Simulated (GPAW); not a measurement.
GPAW run on BaB6 (Pm-3m, 7 atoms in the cell): self-consistent single point.

Level of theory: LDA (Perdew-Wang 92), GPAW PAW datasets LDA (gpaw-data 1.0.1) (plane waves; GPAW).

```xyz
7
Lattice="4.2307 0.0000 0.0000 0.0000 4.2307 0.0000 0.0000 0.0000 4.2307" Properties=species:S:1:pos:R:3 pbc="T T T"
Ba     0.0000     0.0000     0.0000
B      0.8701     2.1153     2.1153
B      3.3606     2.1153     2.1153
B      2.1153     0.8701     2.1153
B      2.1153     3.3606     2.1153
B      2.1153     2.1153     0.8701
B      2.1153     2.1153     3.3606
```

Reference input (self-consistent single point, DFT LDA (Perdew-Wang 92), plane waves, GPAW PAW datasets LDA (gpaw-data 1.0.1)): mode = pw; ecut = 900 eV; xc = LDA; kpts = 10 10 10; mesh shift (steps) = 0 0 0; occupations.name = methfessel-paxton; occupations.width = 0.1 eV; occupations.order = 0; nbands = -13; convergence.density = 1e-05 e/electron; symmetry.symmorphic = false; symmetry.tolerance = 0.0005. This run's input differs from it in these lines:

```diff
@@ -19,3 +19,3 @@
             xc='LDA',
-            kpts={'size': (10, 10, 10), 'gamma': True},
+            kpts=(5, 5, 5),
             occupations={'name': 'methfessel-paxton', 'width': 0.1, 'order': 0},
```

Output, abridged:

```
     iter     time        total  log10-change:
                         energy   eigst   dens
iter:   1 --:--:--   -54.276068
iter:   2 --:--:--   -53.455677   -1.36  -0.81
iter:   3 --:--:--   -50.342768   -0.59  -0.84
iter:   4 --:--:--   -50.154312   -2.09  -1.40
iter:   5 --:--:--   -50.104467   -2.72  -1.43
iter:   6 --:--:--   -50.111744   -2.88  -1.78
iter:   7 --:--:--   -50.218271   -2.33  -2.08
iter:   8 --:--:--   -50.105665   -2.66  -1.60
iter:   9 --:--:--   -50.105258   -3.88  -2.67
iter:  10 --:--:--   -50.105524c  -4.54  -2.80
iter:  11 --:--:--   -50.104985c  -4.74  -2.74
iter:  12 --:--:--   -50.104974c  -6.69  -3.61
iter:  13 --:--:--   -50.104968c  -6.83  -3.74
iter:  14 --:--:--   -50.104970c  -7.23  -3.83
iter:  15 --:--:--   -50.104970c  -9.02c -4.18
iter:  16 --:--:--   -50.104970c  -8.36c -4.21
iter:  17 --:--:--   -50.104970c  -9.34c -4.37
iter:  18 --:--:--   -50.104971c  -8.14c -4.43
iter:  19 --:--:--   -50.104971c  -9.93c -5.16c
Converged after 19 iterations.

Dipole moment: (0.000000, 0.000000, 0.000000) |e|*Ang

Energy contributions relative to reference atoms: (reference = -225083.459257)

Kinetic:        +46.166561
Potential:      -36.235825
External:        +0.000000
XC:             -60.026348
Entropy (-ST):   -0.005315
Local:           -0.006702
SIC:             +0.000000
--------------------------
Free energy:    -50.107628
Extrapolated:   -50.104971

Showing only first 2 kpts
 Kpt  Band  Eigenvalues  Occupancy
  0    12      7.91348    1.99999
  0    13      7.91348    1.99999
  0    14     11.07185    0.00000
  0    15     11.07185    0.00000

  1    12      7.29015    2.00000
  1    13      8.02898    1.99383
  1    14      9.46999    0.00000
  1    15     11.90090    0.00000

Fermi level: 8.22264

Gap: 0.035 eV
Transition (v -> c):
   [... lines left out ...]
  1 B    -0.14329    0.00000    0.00000
  2 B     0.14329   -0.00000    0.00000
  3 B    -0.00000   -0.14329    0.00000
  4 B    -0.00000    0.14329    0.00000
  5 B    -0.00000    0.00000   -0.14329
  6 B    -0.00000    0.00000    0.14329

Stress tensor:
     0.012138     0.000000     0.000000
     0.000000     0.012138     0.000000
     0.000000     0.000000     0.012138
Stress (GPa, Voigt): [1.9448 1.9448 1.9448 0.     0.     0.    ]
```

The run converged in 19 iterations. GPAW prints stress with tension positive. Against the reference run the free energy is nearly the same (within 1 meV/atom) and the largest force goes from 0.060 to 0.143 eV/Å.

At such cutoffs GPAW's stress carries a finite-basis (Pulay) error, which enters relaxed cells too; its log prints stress with tension positive.

The starting cell comes from a database of computed structures (which also holds hypothetical and non-ambient phases and stackings), without a prior relaxation at this level. Its lattice was rescaled by a random factor within 2.5 % of one. The log's line on a gap gives a spacing of levels on this mesh, which the program prints for metals too.

Cost on one core of a shared machine: roughly 60 s.
